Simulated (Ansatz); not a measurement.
**Worked sum: formation energy of H_i in Ta (bcc, Im-3m)**

Consider the formation energy of H_i in Ta (bcc, Im-3m). Reaction: 64 Ta (bcc) + 1/2 H2 (gas) → cell A.

A: a supercell of 64 sites of Ta (bcc, Im-3m) with H off the lattice sites (4 Ta at 1.93 Å); spin state with PBE: run without spin.

Method: Ansatz (an electronic-structure program), PAW, neutral cells at 0 K with nuclei at rest, on structures from PBE. Ansatz runs with its default PAW set. Other levels take these structures. The lattices are those relaxed with PBE, so at other levels the solids can be strained, which adds to the spread. Larger cells are relaxed from a start prepared with the learned potential CHGNet, on a coarser mesh till forces fall under 0.03 eV/Å, which some starts already meet. A dispersion term (D3(BJ), or D4 for r2SCAN) was computed beside these levels and is taken off wherever the name lacks it. Space groups of crystals are read within 0.01 Å. The runs are scalar-relativistic, without spin-orbit coupling. Mesh and cell size may move defect energies by 0.1 eV or more. Cell A has symmetry I-4m2 within 0.02 Å and got no random move, so less symmetric positions, which may lie lower, weren't tried.

Total energies of the cells in eV, at zero smearing width. They compare only within one column; the weights balance every element.

```tsv
cell	atoms	weight	PBE	PBE+D3(BJ)
A: Ta:H_i	65	+1	-635680.18159	-635722.09853
Ta (bcc)	64	−1	-635663.91331	-635705.62628
H2 (gas)	2	−1/2	-31.74439	-31.74691
```

PBE: (-635680.18159) − (-635663.91331) − 1/2 × (-31.74439) = -0.396 eV.

PBE+D3(BJ): (-635722.09853) − (-635705.62628) − 1/2 × (-31.74691) = -0.599 eV.
